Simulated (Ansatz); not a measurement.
Gap of a (10,0) BAs nanotube at several levels, all on one geometry.

Levels: PBE (plane waves to 420 eV, PAW; Ansatz, an electronic-structure program); Ansatz with PBE with spin-orbit coupling; r2SCAN (plane waves to 500 eV, PAW; Ansatz). Unmarked values and the geometry are of the first. Mesh 1×1×6. No spin polarisation. It repeats along c; a and b span vacuum. A hypothetical model, rolled from the flat sheet. Only distortions within the start's symmetry and period were free. Values not marked SOC lack spin–orbit coupling.

```tsv
level	gap (eV)
PBE	0.85
PBE+SOC	___
r2SCAN	1.11
```

Q: Complete the blanks.

A: 
- PBE+SOC, gap (eV): 0.84
